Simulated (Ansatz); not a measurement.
**Ir in the diamond structure (space group Fd-3m, No. 227; a hypothetical phase, not in the database extracts checked)**

```
Ir
1.0
    0.00000     2.78369     2.78369
    2.78369     0.00000     2.78369
    2.78369     2.78369     0.00000
Ir
2
Direct
  0.75000   0.75000   0.75000
  0.50000   0.50000   0.50000
```

Computed with PBE (Ansatz, an electronic-structure program; PAW; 420 eV plane waves; scalar-relativistic without spin-orbit coupling). k-mesh 14×14×14 (Γ-centred); smearing 0.05 eV (Fermi–Dirac).

| Quantity | Result |
|---|---|
| Volume per atom | 21.57 Å³ |
| Density | 14.80 g/cm³ |
| Band gap | zero |
| Total energy | -11934.298 eV/atom (σ→0; compares only within this code and set-up) |

Whether these cells are dynamically stable was not tested. All final runs are without spin polarisation.
